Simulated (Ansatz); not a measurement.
Output of an Ansatz run (abridged):

```
WARN ansatz: RAYON_NUM_THREADS=1 ignored (pool sized by the plan → 1); use --threads N
Pseudopotentials: kind: paw
Pseudopotential: Ca, paw, valence charge 10
Pseudopotential: Se, paw, valence charge 16
Crystal: 2 atoms, lattice volume = 52.651 Å³
Basis set: ecut = 420 eV, 965 PW (Γ)
Bands: 17, of which v1, the nominal top of the filled ones, is band 13 counted from 1 (12 counted from 0)
Symmetry: 48 space group operations
Space group: Fm-3m (ITA 225), of the structure as read, at distance tolerance 3.7e-5 Å
k-points: 20 of 343
PAW frozen core: Ca, regenerated for the run's functional, and the local potential with it
PAW frozen core: Se, regenerated for the run's functional, and the local potential with it
Initial density: superposition of atomic densities (neutral atoms: chi_scale 0, normalization atom), corrected by the library's trained network
Initial wavefunctions: pseudopotential atomic-orbital guess
Eigensolver: davidson
Functional: x = slater, c = lda
SCF iter   1: F=—  HF=-7160.039382 eV  |F-HF|=—  |Δ(HF+E_count)|=         —  Δρ=4.69e-3  dr2=6.27e-3  ethr=1.77e-3  ⟨swp⟩=6.5  Hψ=1946  notcnv=0
all-band conjugate gradients solve this SCF's bands
preconditioner: auto → none
SCF iter   2: F=—  HF=-7160.038037 eV  |F-HF|=—  |Δ(HF+E_count)|=   1.35e-3  Δρ=2.24e-3  dr2=1.27e-3  ethr=2.41e-5  ⟨swp⟩=2.9  Hψ=733  notcnv=0
SCF iter   3: F=—  HF=-7160.037932 eV  |F-HF|=—  |Δ(HF+E_count)|=   1.05e-4  Δρ=4.94e-4  dr2=1.35e-4  ethr=4.90e-6  ⟨swp⟩=1.9  Hψ=392  notcnv=0
SCF iter   4: F=—  HF=-7160.037887 eV  |F-HF|=—  |Δ(HF+E_count)|=   4.55e-5  Δρ=1.19e-4  dr2=9.15e-6  ethr=5.21e-7  ⟨swp⟩=2.1  Hψ=495  notcnv=0
SCF iter   5: F=—  HF=-7160.037884 eV  |F-HF|=—  |Δ(HF+E_count)|=   3.08e-6  Δρ=1.83e-5  dr2=8.17e-8  ethr=3.52e-8  ⟨swp⟩=2.0  Hψ=600  notcnv=0
SCF iter   6: F=-7160.037884 eV  HF=-7160.037884 eV  |F-HF|=2.87e-9  |Δ(HF+E_count)|=   2.41e-8  Δρ=5.56e-6  dr2=7.72e-9  ethr=3.14e-10  ⟨swp⟩=2.0  Hψ=1236  notcnv=0
SCF 1 converged in 6 iterations: F = -7160.037884 eV  dr2 = 7.72e-9
SCF converged after 6 iterations
Free energy (F): -7160.037884 eV
Harris-Foulkes:  -7160.037884 eV  (|F-HF|=2.87e-9)
Internal energy: -7160.037884 eV  (E = F + TS)
E sigma→0 (E₀):  -7160.037884 eV
Fermi energy:    7.583710 eV
--- Per-component energies (eV) ---
  E_band       = -523.950073
  E_kinetic    = 397.685633
  E_local      = -3237.339876  (includes V_loc(G=0)·N_el)
  E_nonlocal   = -523.237244
  E_hartree    = 1480.231215
  E_xc         = -240.038535
  E_vxc        = -270.113642  (∫ρ·V_xc dr)
  E_paw        = -2642.650638  (= ΣΔE_a)
  E_vpaw       = 148.590271  (= ΣTr[D̂ρ^β])
  E_aug_tail   = -0.000602  (compensation charges beyond the density's cutoff)
  E_ewald      = -2397.188365
  E_core_change = 2.500528  (= ΣΔE_core)
  E_smearing   = -0.000000  (= −TS)
  E_closure    = -0.000000  (closes the sum)
  Σ components = -7160.037884   (vs F -7160.037884, Δ=0.00e0)
--- Forces (eV/Å), atoms counted from 1 ---
  atom   1  Ca    -0.00000000     0.00000000     0.00000000
  atom   2  Se     0.00000000    -0.00000000     0.00000000
  max |Σ_I F_I| component: 9.99e-30 eV/Å
--- Stress (GPa, compression-positive) ---
       -3.919530       0.000000      -0.000000
        0.000000      -3.919530       0.000000
       -0.000000      -0.000000      -3.919530
  P = ⅓ Tr σ = -3.9195 GPa (-39.195 kbar)
  The stress holds the Pulay correction. Without it, at fixed plane waves, as pw.x and ABINIT print it: P = -3.9338 GPa
--- Band table (eV; the first three rows and the last of 20) ---
  k-point 0: bands = ["-39.4597", "-39.4597", "-39.4545", "-39.4545", "-39.4545", "-32.8148", "-14.0465", "-14.0465", "-14.0465", "-5.1984", "6.6103", "6.6103", "6.6103", "9.6037", "10.1722", "10.1722", "10.1722"]
  k-point 1: bands = ["-39.4597", "-39.4597", "-39.4545", "-39.4545", "-39.4545", "-32.8136", "-14.0679", "-14.0479", "-14.0479", "-5.0837", "5.6467", "6.3112", "6.3112", "10.0246", "10.4370", "10.4370", "10.8713"]
  k-point 2: bands = ["-39.4598", "-39.4598", "-39.4545", "-39.4544", "-39.4544", "-32.8108", "-14.1151", "-14.0511", "-14.0511", "-4.8100", "4.2857", "5.7963", "5.7963", "10.2332", "11.0670", "11.0670", "12.3359"]
  k-point 19: bands = ["-39.4599", "-39.4597", "-39.4544", "-39.4544", "-39.4543", "-32.8060", "-14.1070", "-14.1061", "-14.0755", "-4.5594", "4.4809", "4.5429", "5.2244", "10.4384", "11.3141", "11.8624", "12.2375"]
```

The structure:

```
CELL_PARAMETERS angstrom
      0.00000     2.97480     2.97480
      2.97480     0.00000     2.97480
      2.97480     2.97480     0.00000
ATOMIC_POSITIONS crystal
  Ca 0.00000 0.00000 0.00000
  Se 0.50000 0.50000 0.50000
```

**Question.** Write an input that gives this output.

**Answer.** Other spellings and defaults could give the same log, and not every line can be read from it. The input that was run (DFT, LDA (PW92), plane waves, default PAW files made with PBE):

Ansatz 0.2 input:
```yaml
crystal:
  lattice:
    - [0.000000, 2.974800, 2.974800]
    - [2.974800, 0.000000, 2.974800]
    - [2.974800, 2.974800, 0.000000]
  atoms:
    - { symbol: Ca, position: [0.000000, 0.000000, 0.000000] }
    - { symbol: Se, position: [0.500000, 0.500000, 0.500000] }
basis:
  ecutwfc: 420.0
kpoints:
  mp_grid:
    grid: [7, 7, 7]
hamiltonian:
  xc: lda
  pseudopotentials:
    kind: paw
scf:
  occupations:
    method: fermi_dirac
    width: 0.05
output:
  forces: true
  eigenvalues: true
  stress: true
```

The starting cell has typed, rounded lattice constants, without a prior relaxation at this level. Its lattice was rescaled by up to half a per cent. With a pressure of about -4 GPa the cell is away from its equilibrium volume at this level. Ansatz's pressure includes its estimate of the finite-basis (Pulay) stress.

Ansatz is a first-principles code.
